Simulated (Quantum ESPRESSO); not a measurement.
## A short convergence ladder for ScPd3 (Pm-3m, 4 atoms in the cell)

```yaml
crystal:
  lattice:
    - [3.99955, 0.00000, 0.00000]
    - [0.00000, 3.99955, 0.00000]
    - [0.00000, 0.00000, 3.99955]
  atoms:
    - { symbol: Sc, position: [0.00000, 0.00000, 0.00000] }
    - { symbol: Pd, position: [0.50000, 0.50000, 0.00000] }
    - { symbol: Pd, position: [0.00000, 0.50000, 0.50000] }
    - { symbol: Pd, position: [0.50000, 0.00000, 0.50000] }
```

Base method: LDA (PZ), GBRV 1.5 ultrasoft (LDA) pseudopotentials (plane waves; Quantum ESPRESSO).

Base settings: ecutwfc = 50 Ry; ecutrho = 400 Ry; occupations = smearing; smearing = gaussian; degauss = 0.0073499 Ry; potentials = {Sc: sc_lda_v1.uspp.F.UPF, Pd: pd_lda_v1.4.uspp.F.UPF}; K_POINTS = automatic 4 4 4 0 0 0; conv_thr = 1e-10 Ry; mixing_beta = 0.4.

**Zone-centre phonons against the cutoff**

In this ladder: ph.x.tr2_ph = 1e-14; ph.x.fildyn = dyn.G; dynmat.x.fildyn = dyn.G; dynmat.x.asr = crystal. Moved along: ecutrho.

The mesh stays at the base's, so the ladder's end is converged at best in this setting alone.

Frequencies are those of the unrelaxed cell, without the LO-TO term of polar crystals.

Only quantities that move along the ladder and can be compared are tabulated.

| ecutwfc | highest zone-centre frequency (cm⁻¹) | lowest optical frequency (cm⁻¹) |
|---|---|---|
| 25 Ry | 165.9 | 95.2 |
| 35 Ry | 177.7 | 114.4 |
| 42 Ry | 177.6 | 114.2 |
| 50 Ry | 177.8 | 114.2 |

Coarsest ecutwfc that holds the highest zone-centre frequency within 1 cm⁻¹ of the last step, with all finer ones: 35 Ry; the step before is off by 12 cm⁻¹.

Coarsest ecutwfc that holds the lowest optical frequency within 10 cm⁻¹ of the last step, with all finer ones: 35 Ry; the step before is off by 19 cm⁻¹.

On the base run: the starting cell comes from a database of computed structures (which also holds hypothetical and non-ambient phases and stackings), without a prior relaxation at this level. Its lattice was rescaled by up to half a per cent. Spin polarisation is off. In the base run, with a pressure of about -11 GPa the cell is away from its equilibrium volume at this level. Without a gap this mesh is coarse (it stands for a supercell whose shortest vector is 16 Å).
